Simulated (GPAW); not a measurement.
```yaml
crystal:
  lattice:
    - [3.21663, 0.00000, 0.00000]
    - [-1.60831, 2.78568, 0.00000]
    - [0.00000, 0.00000, 5.70940]
  atoms:
    - { symbol: Zr, position: [0.00000, 0.00000, 0.00000] }
    - { symbol: Zr, position: [0.00000, 0.00000, 0.50000] }
    - { symbol: N, position: [0.66667, 0.33333, 0.75000] }
    - { symbol: N, position: [0.33333, 0.66667, 0.25000] }
```

Computed with PBEsol, GPAW PAW datasets PBEsol (made by gpaw-setup) (plane waves; GPAW).

The set-up and first iterations of a GPAW log for ZrN (P6_3/mmc, 4 atoms in the cell):

```
Input parameters:
  convergence: {density: 1e-05,
                energy: 1e-05}
  kpts: {gamma: True,
         size: (10, 10, 5)}
  maxiter: 150
  mode: {ecut: 950,
         name: pw}
  nbands: -8
  occupations: {name: fermi-dirac,
                width: 0.1}
  symmetry: {symmorphic: False,
             tolerance: 0.0005}
  xc: PBEsol

species:
  Zr:
    name: Zirconium
    Z: 40.0
    valence: 12
    core: 28
    charge: 0.0
    file: Zr.PBEsol.gz

    # Using partial waves for Zr as LCAO basis

  N:
    name: Nitrogen
    Z: 7.0
    valence: 5
    core: 2
    charge: 0.0
    file: N.PBEsol.gz

    # Using partial waves for N as LCAO basis

Reference energy: -198627.641941  # eV

Spin-paired calculation

Convergence criteria:
 Maximum [total energy] change in last 3 cyles: 1e-05 eV / valence electron
 Maximum integral of absolute [dens]ity change: 1e-05 electrons / valence electron
   [... lines left out ...]

Eigensolver

Densities:
  Coarse grid: 24*24*42 grid
  Fine grid: 48*48*84 grid
  Total Charge: 0.000000

Density mixing:
  Method: separate
  Backend: pulay
  Linear mixing parameter: 0.05
  old densities: 5
  Damping of long wavelength oscillations: 50

Hamiltonian:
  XC and Coulomb potentials evaluated on a 48*48*84 grid
  External potential:
    NoExternalPotential

XC parameters: PBEsol with 2 nearest neighbor stencil

Number of atoms: 4
Number of atomic orbitals: 34
Number of bands in calculation: 25
Number of valence electrons: 34
Bands to converge: occupied

Density initialized from atomic densities
  25 bands from LCAO basis set

Atomic positions and initial magnetic moments

Positions:
   0 Zr     0.000000    0.000000    0.000000    ( 0.0000,  0.0000,  0.0000)
   1 Zr     0.000000    0.000000    2.854700    ( 0.0000,  0.0000,  0.0000)
   2 N      1.608317    0.928560    4.282050    ( 0.0000,  0.0000,  0.0000)
   3 N     -0.000002    1.857123    1.427350    ( 0.0000,  0.0000,  0.0000)

Unit cell:
           periodic     x           y           z      points  spacing
  1. axis:    yes    3.216630    0.000000    0.000000    24     0.1161
  2. axis:    yes   -1.608315    2.785683    0.000000    24     0.1161
  3. axis:    yes    0.000000    0.000000    5.709400    42     0.1359

  Lengths:   3.216630   3.216630   5.709400
  Angles:   90.000000  90.000000 120.000003

Effective grid spacing dv^(1/3) = 0.1284
     iter     time        total  log10-change:
                         energy   eigst   dens
iter:   1 --:--:--   -42.752822
iter:   2 --:--:--   -41.769481   -0.59  -0.95
iter:   3 --:--:--   -39.523081   -0.15  -1.01
iter:   4 --:--:--   -39.642076   -1.35  -1.39
iter:   5 --:--:--   -39.687226   -1.62  -1.40
iter:   6 --:--:--   -39.549765   -1.00  -1.64
iter:   7 --:--:--   -39.542252   -2.10  -2.08
iter:   8 --:--:--   -39.539944   -2.90  -2.10
iter:   9 --:--:--   -39.519379   -1.74  -2.12
iter:  10 --:--:--   -39.519564   -2.69  -2.48
iter:  11 --:--:--   -39.519286c  -3.55  -2.48
iter:  12 --:--:--   -39.514084   -3.63  -2.47
iter:  13 --:--:--   -39.516400   -4.34  -2.66
iter:  14 --:--:--   -39.513149   -2.54  -2.55
iter:  15 --:--:--   -39.512865   -3.74  -2.77
iter:  16 --:--:--   -39.512024   -3.94  -2.80
iter:  17 --:--:--   -39.512031   -4.41  -3.35
iter:  18 --:--:--   -39.512039c  -4.97  -3.81
iter:  19 --:--:--   -39.512034c  -5.99  -3.80
```

Question: How does the run end?

Answer: The run converged in 29 iterations. Convergence of the loop says nothing yet on basis, mesh or lower states. It ends on: free energy E − TS (from the program's reference atoms) -39.5386 eV; Fermi level (on the code's own zero) 11.63 eV. The log goes on:

```
iter:  20 --:--:--   -39.512060c  -5.23  -3.84
iter:  21 --:--:--   -39.512034c  -6.19  -3.75
iter:  22 --:--:--   -39.512024c  -5.72  -4.10
iter:  23 --:--:--   -39.512025c  -6.99  -4.46
iter:  24 --:--:--   -39.512032c  -6.17  -4.50
iter:  25 --:--:--   -39.512024c  -6.52  -4.20
iter:  26 --:--:--   -39.512023c  -6.83  -4.59
iter:  27 --:--:--   -39.512024c  -8.43c -4.70
iter:  28 --:--:--   -39.512022c  -8.13c -4.78
iter:  29 --:--:--   -39.512023c  -8.31c -5.05c
Converged after 29 iterations.

Dipole moment: (0.000000, 0.000000, -0.000000) |e|*Ang

Energy contributions relative to reference atoms: (reference = -198627.641941)

Kinetic:        +18.578640
Potential:      -23.371323
External:        +0.000000
XC:             -35.565062
Entropy (-ST):   -0.053186
Local:           +0.872314
SIC:             +0.000000
--------------------------
Free energy:    -39.538616
Extrapolated:   -39.512023

Showing only first 2 kpts
 Kpt  Band  Eigenvalues  Occupancy
  0    15      9.63255    2.00000
  0    16      9.63255    2.00000
  0    17     12.16104    0.00998
  0    18     12.16105    0.00998

  1    15      9.15817    2.00000
  1    16     10.05926    2.00000
  1    17     12.33668    0.00173
  1    18     12.33670    0.00173

Fermi level: 11.63152

No gap
No difference between direct/indirect transitions
Energy (eV): -39.512023

Forces in eV/Ang:
  0 Zr   -0.00000    0.00000    0.00000
  1 Zr    0.00000    0.00000    0.00000
  2 N     0.00000   -0.00000    0.00000
  3 N    -0.00000    0.00000    0.00000

Stress tensor:
     0.064973     0.000000     0.000000
     0.000000     0.064973     0.000000
     0.000000     0.000000     0.064096
Stress (GPa, Voigt): [10.4098 10.4098 10.2693  0.      0.      0.    ]
```

The starting cell comes from a database of computed structures (which also holds hypothetical and non-ambient phases and stackings), without a prior relaxation at this level.

The run was DFT PBEsol, plane waves, GPAW PAW datasets PBEsol (made by gpaw-setup). Main settings of its input:

- mode: pw
- ecut: 950 eV
- xc: PBEsol
- kpts: 10 10 5
- mesh shift (steps): 0 0 0
- occupations.name: fermi-dirac
- occupations.width: 0.1 eV
- nbands: -8
- convergence.density: 1e-05 e/electron
- convergence.energy: 1e-05 eV/electron
- symmetry.symmorphic: false
- symmetry.tolerance: 0.0005
